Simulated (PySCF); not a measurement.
PySCF 2.14.0, PBE0/def2-svpd: K(I) ([K][I]), 2 atoms. The geometry is a generated start, not checked to be a minimum at this level.

| Item | Value |
|---|---|
| task | energy and gradient |
| method | pbe0 |
| basis | def2-svpd |
| mol.max_memory | 7000 MB |
| mf.init_guess | minao (default) |
| mf.DIIS | CDIIS (default) |
| mf.diis_space | 8 (default) |
| mf.conv_tol | 1e-09 (default) |
| mf.grids.level | 3 (default) |
| effective core potentials | those of the basis set, past Kr |
| basis functions (reference run) | 62 |
| grid points (reference run) | 42000 |

```xyz
2

K     -1.0375    -0.7775    -0.9023
I      1.0375     0.7775     0.9023
```

The reference run uses exact four-centre integrals. Single runs; times are not shown.

Settings tried, all else as in the reference:
- density fitting, auxbasis = def2-universal-jfit
- density fitting of J alone, exact K
- density fitting, auxbasis = autoaux
- density fitting

Which settings reproduce the reference to 1.0 meV/atom in energy, 10 meV/Å in forces (largest component)?

Within it: density fitting; density fitting, auxbasis = autoaux; density fitting of J alone, exact K. Outside: density fitting, auxbasis = def2-universal-jfit.

| setting | energy against the reference | difference in forces (largest component) |
|---|---|---|
| density fitting | −0.26 meV/atom | 0.38 meV/Å |
| density fitting, auxbasis = autoaux | −0.42 meV/atom | 0.072 meV/Å |
| density fitting of J alone, exact K | −0.43 meV/atom | 0.35 meV/Å |
| density fitting, auxbasis = def2-universal-jfit | +29000 meV/atom | 170 meV/Å |

Total energies are compared; such shifts often cancel in part in energy differences. def2-universal-jfit is made for Coulomb alone and misses functions that exchange needs. Also tried and not ranked: density fitting, auxbasis = def2-universal-jkfit (same energy as a listed run); COSX exchange (sgx_fit, pjs) with fitted J, mf.with_df.grids_level_i = 1, mf.with_df.grids_level_f = 1 (gradient came out as NaN); COSX exchange (sgx_fit, pjs) with fitted J, mf.with_df.grids_level_i = 1, mf.with_df.grids_level_f = 2 (default) (gradient came out as NaN); COSX exchange (sgx_fit, pjs) with fitted J, mf.with_df.grids_level_i = 1, mf.with_df.grids_level_f = 3 (gradient came out as NaN); COSX exchange (sgx_fit, pjs) with fitted J, mf.with_df.grids_level_i = 1, mf.with_df.grids_level_f = 4 (gradient came out as NaN). The tolerance is a choice made for this comparison.
